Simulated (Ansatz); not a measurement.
The parent structure is SnTe in the rock salt structure (space group Fm-3m, No. 225; a = 6.3697 Å). Axes: x, y, z lie along the cube axes.

All numbers come from r2SCAN (Ansatz, an electronic-structure program, PAW, no spin-orbit coupling).

One thing is altered: uniaxial strain ε_yy = −0.85 %, all other strain components held at zero; the atoms relax in the strained cell.

Predict the stress tensor and what it implies for the stiffness.

Stress of the strained cell less that of the base (GPa, compression positive):
```
   0.02    0.00    0.00
   0.00    1.13    0.00
   0.00    0.00    0.02
```

Then −Δσ_ii/ε with ε = -0.0085 gives relaxed-ion elastic constants: C22 ≈ 133 GPa.

Stability against distortions was not tested.
